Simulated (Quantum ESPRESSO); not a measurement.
Quantum ESPRESSO run on LaGe2Pd2 (I4mm, 5 atoms in the cell): self-consistent single point.

Method: LDA (PZ), GBRV 1.5 ultrasoft (LDA) pseudopotentials (plane waves; Quantum ESPRESSO).

```xyz
5
Lattice="-2.1882 2.1882 5.0369 2.1882 -2.1882 5.0369 2.1882 2.1882 -5.0369" Properties=species:S:1:pos:R:3 pbc="T T T"
La     0.0000     0.0000     0.0500
Ge     0.0000     0.0000     6.2873
Ge     0.0000     0.0000     3.7864
Pd     2.1882     0.0000     2.5184
Pd     0.0000     2.1882     2.5184
```

Reference input (self-consistent single point, DFT, LDA (PZ), plane waves, GBRV 1.5 ultrasoft (LDA) pseudopotentials): ecutwfc = 50 Ry; ecutrho = 400 Ry; occupations = smearing; smearing = fd; degauss = 0.0073499 Ry; potentials = {La: la_lda_v1.uspp.F.UPF, Ge: ge_lda_v1.4.uspp.F.UPF, Pd: pd_lda_v1.4.uspp.F.UPF}; K_POINTS = automatic 5 5 5 0 0 0; conv_thr = 1e-10 Ry. This run's input differs from it in these lines:

```diff
@@ -32,3 +32,3 @@
 K_POINTS automatic
-5 5 5  0 0 0
+7 7 7  1 1 1
 CELL_PARAMETERS angstrom
```

Output, abridged:

```
     Self-consistent Calculation

     iteration #  1     ecut=    50.00 Ry     beta= 0.70

     negative rho (up, down):  1.427E-01 0.000E+00

     total energy              =    -919.03542569 Ry
     estimated scf accuracy    <       9.57493267 Ry

     iteration #  2     ecut=    50.00 Ry     beta= 0.70

     negative rho (up, down):  1.488E-01 0.000E+00

     total energy              =    -923.97456567 Ry
     estimated scf accuracy    <      29.36885655 Ry

     iteration #  3     ecut=    50.00 Ry     beta= 0.70

     negative rho (up, down):  1.504E-01 0.000E+00

     total energy              =    -926.33062837 Ry
     estimated scf accuracy    <       2.92860218 Ry

   [... 11 blocks of this kind left out ...]

     iteration # 15     ecut=    50.00 Ry     beta= 0.70

     negative rho (up, down):  2.158E-01 0.000E+00

     total energy              =    -926.30809028 Ry
     estimated scf accuracy    <          8.4E-10 Ry

     iteration # 16     ecut=    50.00 Ry     beta= 0.70

     negative rho (up, down):  2.158E-01 0.000E+00
     End of self-consistent calculation

     the Fermi energy is    14.1268 ev

!    total energy              =    -926.30809028 Ry
     estimated scf accuracy    <          2.6E-12 Ry
     smearing contrib. (-TS)   =      -0.00694713 Ry
     internal energy E=F+TS    =    -926.30114315 Ry

     convergence has been achieved in  16 iterations

     negative rho (up, down):  2.158E-01 0.000E+00

     Forces acting on atoms (cartesian axes, Ry/au):

     atom    1 type  1   force =     0.00000000    0.00000000   -0.00898898
     atom    2 type  2   force =     0.00000000    0.00000000    0.01099508
     atom    3 type  2   force =     0.00000000    0.00000000   -0.00792193
     atom    4 type  3   force =     0.00000000    0.00000000    0.00295792
     atom    5 type  3   force =     0.00000000    0.00000000    0.00295792

     Total force =     0.016791     Total SCF correction =     0.000002

     negative rho (up, down):  2.158E-01 0.000E+00
          total   stress  (Ry/bohr**3)                   (kbar)     P=      -50.65
  -0.00036474   0.00000000  -0.00000000          -53.66        0.00       -0.00
   0.00000000  -0.00036474   0.00000000            0.00      -53.66        0.00
   0.00000000   0.00000000  -0.00030337            0.00        0.00      -44.63

   JOB DONE.
```

The run converged in 16 iterations. Against the reference run the free energy hardly moves (within 1 meV/atom), the pressure moves little (-5.08 to -5.06 GPa) and the largest force goes from 0.236 to 0.283 eV/Å. The full log also holds: “c_bands:  1 eigenvalues not converged”. The full log also holds: “c_bands:  2 eigenvalues not converged”.

The starting cell comes from a database of computed structures (which also holds hypothetical and non-ambient phases and stackings), without a prior relaxation at this level. Its lattice was rescaled by up to half a per cent. One atom was moved a little off its site on purpose. Spin polarisation is off.

Cost on one core of a shared machine: roughly 4 min.
